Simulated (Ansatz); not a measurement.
Consider Pt in the fcc (Cu type) structure (space group Fm-3m, No. 225; a = 3.8954 Å; relaxed with 0.1 eV smearing). Axes: x, y, z lie along the cube axes.

Level of theory: LDA (Ansatz, a first-principles code; PAW; 420 eV plane waves; spin-orbit coupling left out).

Perturbation: biaxial strain +0.42 %, plane normal [111], relaxed out of plane (Cartesian); in-plane vectors clamped, the third vector and the atoms free.

**Question.** What happens to the out-of-plane strain?

**Answer.** The out-of-plane strain comes out as -0.48 %.

**Question.** Predict the new energy relative to the base.

**Answer.** The energy grows by 0.6 meV/atom.

Whether these cells are dynamically stable was not tested. The final runs are not spin-polarised.
